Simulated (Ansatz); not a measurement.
One Al atom on a Si site, 3x3x3 cubic cells, neutral, without spin. Cell 16.41 × 16.41 × 16.41 Å, AlSi215, 216 atoms. 

Basis: localised support functions (accuracy medium) on a full density matrix. k-points: zone centre alone; occupations: Fermi-Dirac, 0.0050 eV; spin polarisation not allowed. Spin-orbit coupling is left out.

Estimate the gap and bonding that PBE, support functions at accuracy medium on the grid of 420 eV run with Ansatz (an electronic-structure program) returns for this input.


* **electronic character of the cell**: no gap resolved at this smearing
* **coordination (neighbours within 2.841 Å)**: 100.0 % 4-fold
* **Al-Si bonds, mean ± spread**: 2.428 ± 0.003 Å
* **Si-Si bonds, mean ± spread**: 2.368 ± 0.004 Å
* **bond angles, mean ± spread**: 109.5° ± 0.3°
* **pressure**: 0.22 GPa
